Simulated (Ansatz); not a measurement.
The starting structures come from a database of crystals and need not be the phases stable at ambient conditions.

Inside the gap of an insulator the Bloch states are evanescent, with a wavenumber k + iκ along the transport direction.

Here is the system:

```xyz
12
Lattice="5.5826 0.0000 0.0000 -2.2716 7.4642 0.0000 2.2716 -3.3826 3.7157" Properties=species:S:1:pos:R:3 pbc="T T T"
Co     1.8020     1.1138     2.8608
Co     3.7806     2.9678     0.8549
Co     0.9893     4.9933     2.6988
Co     4.5933    -0.9117     1.0169
P     -1.1737     6.4146     0.1180
P      6.7563    -2.3330     3.5977
P      1.6935     2.0600     0.8018
P      3.8891     2.0216     2.9139
P      5.3388     0.3730     2.6456
P      0.2439     3.7086     1.0701
P      3.0352     4.7097     1.9814
P      2.5475    -0.6281     1.7343
```

Space group of this cell: P2_1/c. The cell is taken as given.

Transport runs along the normal of the first two printed cell vectors.

The gap is the functional's own. No spin-orbit coupling. Mid-gap values are interpolated on the energy grid.

Task: Predict the band gap and the smallest decay constant κ at mid-gap from r2SCAN (Ansatz, a quantum-chemistry and plane-wave program).

Result: Gap 0.57 eV on a 6×8×8 mesh; κ = 0.146 1/Å, at (0.000, 0.500) of the in-plane reciprocal vectors. At the zone centre, at the nearest computed energy, the slowest state has κ = 0.20 1/Å.
